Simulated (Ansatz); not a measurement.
Start from SnSe2 in the CdI2 type structure (space group P-3m1, No. 164; a = 3.840 Å, c = 6.007 Å; layered, stacked along the Cartesian z axis).

Method: DFT with PBE-D3(BJ), PAW potentials and a 420 eV plane-wave cutoff in Ansatz (an electronic-structure program), no spin-orbit coupling.

Strains are applied to the cell and any free atomic positions relax.

One change was made to it. Results:

The pressure (mean of the normal stresses, compression positive) goes from zero to -2.06 GPa; the energy rises by 11 meV/atom; the largest internal atomic displacement comes out as 0.051 Å.

**Question.** Which of these changes matches the shifts?
(A) isotropic strain −3.00 %
(B) isotropic strain +2.00 %
(C) isotropic strain +1.00 %
(D) isotropic strain −1.00 %

**Answer.** B, isotropic strain +2.00 %. For comparison, the energy relative to the base in the other runs: isotropic strain −1.00 % gives +3.0 meV/atom; isotropic strain −3.00 % gives +30 meV/atom; isotropic strain +1.00 % gives +2.8 meV/atom.

Stability against distortions was not tested.
